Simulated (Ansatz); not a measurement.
Take BaTiO3 in the cubic perovskite structure (space group Pm-3m, No. 221; a = 3.9940 Å) as the base.

Calculations: r2SCAN (Ansatz, an electronic-structure program), no SOC.

One change was made to it. Results:

```tsv
quantity	base	after
density	6.08 g/cm³	5.11 g/cm³
band gap	2.17 eV	2.26 eV
```

Q: Name the change that was made.
A) Ba → Sr
B) O → S
C) Ti → Sc

A: A, Ba → Sr. For comparison, the band gap in the other runs: Ti → Sc gives zero; O → S gives zero.

Stability against distortions was not tested. As relaxed here, BaTiS3 is a hypothetical phase, not in the database extracts checked. For BaScO3 in this form, whether it has been made was not checked. The final runs are not spin-polarised. An odd electron count without spin: BaScO3. Many cubic perovskites are stable only at high temperature; tilts and polar distortions were not tested. This is not the structure that BaTiO3 has at room temperature and ambient pressure. A zero or small gap of BaTiS3 can be the functional's error rather than a property of the material.
